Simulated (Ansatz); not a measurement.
The reference is BN in the zinc blende structure (space group F-43m, No. 216).

```xyz
2
Lattice="0.0000 1.8120 1.8120 1.8120 0.0000 1.8120 1.8120 1.8120 0.0000" Properties=species:S:1:pos:R:3 pbc="T T T"
N      2.7181     2.7181     2.7181
B      0.0000     0.0000     0.0000
```

Levels (all Ansatz, an electronic-structure program, PAW, earlier PAW set): PBE (420 eV, scalar-relativistic without spin-orbit coupling); r2SCAN (500 eV, no SOC).

Levels that relaxed their own cell: PBE and r2SCAN.

```json
[
 {"level": "PBE", "band gap": "4.46 eV", "lattice parameter a": "3.624 Å"},
 {"level": "r2SCAN", "band gap": "4.99 eV", "lattice parameter a": "3.609 Å"}
]
```

Measured: band gap 6.2 eV (room temperature; as listed in arXiv:1206.3780); lattice parameter a 3.593 Å (static lattice; corrected from measurement; as listed in Tamar Goldzak et al., The Journal of Chemical Physics (2022)).

Computed minus measured — band gap: PBE -1.74 eV, r2SCAN -1.21 eV (closest: r2SCAN); lattice parameter a: PBE +0.9 %, r2SCAN +0.4 % (closest: r2SCAN). Measured values not marked as corrected hold thermal and zero-point effects that the static-lattice runs lack. A measured gap can be an optical one, lowered by exciton binding.

No phonon test of stability was made.
